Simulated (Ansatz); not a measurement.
Worked example: self-consistent single point of Al (Fm-3m, 1 atom in the cell) in Ansatz (an electronic-structure program).

Computed with PBEsol, default PAW files made with PBE (plane waves; Ansatz).

```
CELL_PARAMETERS angstrom
      0.00000     2.04976     2.04976
      2.04976     0.00000     2.04976
      2.04976     2.04976     0.00000
ATOMIC_POSITIONS crystal
  Al 0.00000 0.00000 0.00000
```

Reference input (self-consistent single point, DFT, PBEsol, plane waves, default PAW files made with PBE): basis.ecutwfc = 420 eV; kpoints.mp_grid.grid = 11 11 11; hamiltonian.xc = pbesol; hamiltonian.pseudopotentials = {kind: paw} (the program's default PAW files); scf.occupations.method = fermi_dirac; scf.occupations.width = 0.136 eV. This run's input differs from it in these lines:

Ansatz 0.2 input:
```diff
@@ -15,3 +15,3 @@
 scf:
-  occupations: { method: fermi_dirac, width: 0.136 eV }
+  occupations: { method: fermi_dirac, width: 0.3 eV }
 output:
```

Log, with long lists cut:

```
SCF iter   1: F=—  HF=-524.598621 eV  |F-HF|=—  |Δ(HF+E_count)|=         —  Δρ=6.61e-4  dr2=3.51e-5  ethr=1.77e-3  ⟨swp⟩=4.6  Hψ=2731  notcnv=0
all-band conjugate gradients solve this SCF's bands
preconditioner: auto → none
SCF iter   2: F=—  HF=-524.598641 eV  |F-HF|=—  |Δ(HF+E_count)|=   1.97e-5  Δρ=3.40e-4  dr2=9.56e-6  ethr=1.17e-6  ⟨swp⟩=1.9  Hψ=846  notcnv=0
iter 3 did not close the SCF: its close was put off for the readings that it lacked (scf_convergence_deferred on its scf_iter line)
   [... lines left out ...]
SCF iter   4: F=-524.598645 eV  HF=-524.598645 eV  |F-HF|=6.17e-9  |Δ(HF+E_count)|=   2.44e-8  Δρ=9.25e-6  dr2=1.66e-8  ethr=2.81e-9  ⟨swp⟩=1.2  Hψ=343  notcnv=0
iter 5 did not close the SCF: its close was put off for the readings that it lacked (scf_convergence_deferred on its scf_iter line)
SCF iter   5: F=-524.598645 eV  HF=-524.598645 eV  |F-HF|=6.59e-12  |Δ(HF+E_count)|=   5.53e-9  Δρ=3.74e-7  dr2=1.63e-11  ethr=5.53e-10  ⟨swp⟩=1.0  Hψ=334  notcnv=0
SCF iter   6: F=-524.598645 eV  HF=-524.598645 eV  |F-HF|=5.68e-13  |Δ(HF+E_count)|=  1.42e-11  Δρ=7.68e-8  dr2=1.14e-12  ethr=1.00e-12  ⟨swp⟩=1.2  Hψ=1013  notcnv=0
SCF 1 converged in 6 iterations: F = -524.598645 eV  dr2 = 1.14e-12
Free energy (F): -524.598645 eV
Internal energy: -524.481464 eV  (E = F + TS)
E sigma→0 (E₀):  -524.540055 eV
Entropy (-TS):   -0.117181 eV (-117.181 meV/atom)
Fermi energy:    7.457739 eV
--- Forces (eV/Å), atoms counted from 1 ---
  atom   1  Al    -0.00000000    -0.00000000     0.00000000
--- Stress (GPa, compression-positive) ---
       -4.072979      -0.000000       0.000000
        0.000000      -4.072979       0.000000
       -0.000000       0.000000      -4.072979
  P = ⅓ Tr σ = -4.0730 GPa (-40.730 kbar)
  The stress holds the Pulay correction. Without it, at fixed plane waves, as pw.x and ABINIT print it: P = -4.1271 GPa
```

The run converged in 6 iterations. Against the reference run the free energy goes down by 45.2 meV/atom and the pressure goes from -4.38 to -4.07 GPa.

The starting cell comes from a database of computed structures (which also holds hypothetical and non-ambient phases and stackings), without a prior relaxation at this level. Its lattice was rescaled by a random factor within 2.5 % of one. With a pressure of about -4 GPa the cell is away from its equilibrium volume at this level. Ansatz's pressure includes its estimate of the finite-basis (Pulay) stress.
